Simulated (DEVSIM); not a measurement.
Structure: CdS/CdTe n-p heterojunction, at 400 K.

```
layer (left to right)  material  thickness (μm)  Nd (cm⁻³)  Na (cm⁻³)  τn (s)  τp (s)
---------------------  --------  --------------  ---------  ---------  ------  ------
1                           CdS           0.110     1.3e16          -  1.2e-8  1.2e-8
2                          CdTe           0.270          -     1.4e15  1.2e-8  1.2e-8
```

Left contact: ohmic. Right contact: ohmic. Voltage is applied to the left contact. Recombination: SRH at mid-gap, Auger. Mobility is μmin + (μ − μmin)/(1 + (N/Nref)^α).

Constants are typed, rounded textbook-type inputs, not results; the design itself was drawn at random and stands for no fabricated device. Values at 300 K; Nc and Nv go as T^1.5, mobilities as T to minus their exponent, the gap by Varshni's rule with the affinity fixed.

```
parameter             CdS     CdTe
----------------  -------  -------
gap (eV)              2.4      1.5
affinity (eV)         4.3     4.28
permittivity            9     10.2
Nc (cm⁻³)          2.2e18     8e17
Nv (cm⁻³)          1.8e19   1.8e19
μn (cm²/Vs)           300     1000
μp (cm²/Vs)            25       80
μn,min                 30      100
μp,min                  3       10
Nref,n               1e17     1e17
Nref,p               1e17     1e17
αn                    0.6      0.6
αp                    0.6      0.6
T exponent of μn      1.5      1.7
T exponent of μp      1.5      1.5
Cn (cm⁶/s)          1e-30    1e-30
Cp (cm⁶/s)          1e-30    1e-30
Varshni α (eV/K)  0.00039  0.00031
Varshni β (K)         103      108
```

Model (solved in DEVSIM): 1D drift-diffusion, Boltzmann statistics, complete ionisation; no tunnelling, impact ionisation, image-force lowering or self-heating. Band offsets follow the typed affinities; no thermionic-emission limit at abrupt steps, no polarisation charge.

The doping Na of layer 2 was swept, all else fixed.

```
doping Na of layer 2 (cm^-3)  largest field in the device at zero bias (V/cm)  dark forward voltage at 100 A/cm² (V)  dark forward voltage at 1 A/cm² (V)  potential step across the device at zero bias (V)
----------------------------  -----------------------------------------------  -------------------------------------  -----------------------------------  -------------------------------------------------
4.2e13                                                                  27000                                  0.749                                0.534                                              0.797
1.4e14                                                                  28000                                  0.792                                0.577                                              0.839
4.2e14                                                                  30000                                  0.832                                0.618                                              0.876
1.4e15                                                                  33000                                  0.878                                0.669                                              0.918
4.2e15                                                                      ?                                      ?                                    ?                                              0.956
1.4e16                                                                  56000                                  0.967                                0.794                                              0.997
4.2e16                                                                  77000                                  1.011                                0.844                                              1.035
```

### Question
Fill in the missing entries.

### Answer

- 4.2e15, largest field in the device at zero bias (V/cm): 39000
- 4.2e15, dark forward voltage at 100 A/cm² (V): 0.920
- 4.2e15, dark forward voltage at 1 A/cm² (V): 0.729
